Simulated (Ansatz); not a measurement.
Consider WS2 (space group P6_3/mmc, No. 194; layered, stacked along the Cartesian z axis).

```yaml
crystal:
  lattice:
    - [3.15413, 0.00000, 0.00000]
    - [-1.57707, 2.73156, 0.00000]
    - [0.00000, 0.00000, 12.14083]
  atoms:
    - { symbol: W, position: [0.66667, 0.33333, 0.75000] }
    - { symbol: W, position: [0.33333, 0.66667, 0.25000] }
    - { symbol: S, position: [0.66667, 0.33333, 0.37970] }
    - { symbol: S, position: [0.33333, 0.66667, 0.87970] }
    - { symbol: S, position: [0.33333, 0.66667, 0.62030] }
    - { symbol: S, position: [0.66667, 0.33333, 0.12030] }
```

Cartesian axes are those of the cell as printed.

All numbers come from PBE-D3(BJ), PAW, 420 eV (Ansatz, a first-principles code; no spin-orbit coupling).

For the base:

```
Item                                   Value
---------------------  ---------------------
Valence-band top at Γ  0.00, -1.30, -1.42 eV
```

The change: the cell is stretched by 1.20 % along z with no lateral relaxation, atoms relaxed at fixed cell.

Q: What does the calculation give for the energy relative to the base after the change?

A: The energy goes up by 0.5 meV/atom.

Q: What happens to the stress?

A: The stress (xx, yy, zz, yz, xz, xy; compression positive) amounts to (-0.11, -0.11, -0.69, 0.00, 0.00, 0.00) GPa.

Q: Estimate the effect on the valence-band top at Γ.

A: The valence-band top at Γ (three highest levels, from the VBM) becomes 0.00, -1.24, -1.48 eV (base: 0.00, -1.30, -1.42 eV).

Spin-orbit coupling, missing from the scalar runs, can matter with W. The levels and masses belong to the bands next to the band gap. The cells carry an imposed strain or load. Stability against distortions was not tested.
